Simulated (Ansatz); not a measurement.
**Effect of Zn → Cu on LaZnSbO**

Start from LaZnSbO (space group P4/nmm, No. 129; a = 4.187 Å, c = 9.419 Å; a cell from a computed database, its experimental status unchecked).

The change: every Zn is replaced by Cu, then cell and atoms are relaxed.

All numbers come from PBEsol (Ansatz, a program for electronic structure, PAW, no spin-orbit coupling). Settings: 12×12×5 k-points, 0.05 eV Fermi–Dirac smearing, for the changed cell.

```
quantity                         base           changed        shift
-------------------  ----------------  ----------------  -----------
density                    6.88 g/cm³        7.14 g/cm³  +0.26 g/cm³
lattice parameter a           4.187 Å           4.054 Å     -0.133 Å
c/a ratio                       2.250             2.373      +0.1237
space group          P4/nmm (No. 129)  P4/nmm (No. 129)            –
band gap                         zero              zero            –
```

Spin-orbit coupling, missing from the scalar runs, can matter with Sb. No phonon test of stability was made. As relaxed here, LaCuSbO is a hypothetical phase, not in the database extracts checked. No Hubbard U is applied and the magnetic state is the run's own (LaCuSbO not spin-polarised); small cells can't hold the antiferromagnetic order that many such compounds have, so gaps and moments can be off. The final runs are not spin-polarised. The zero or small gap of LaZnSbO can change with the level of theory.
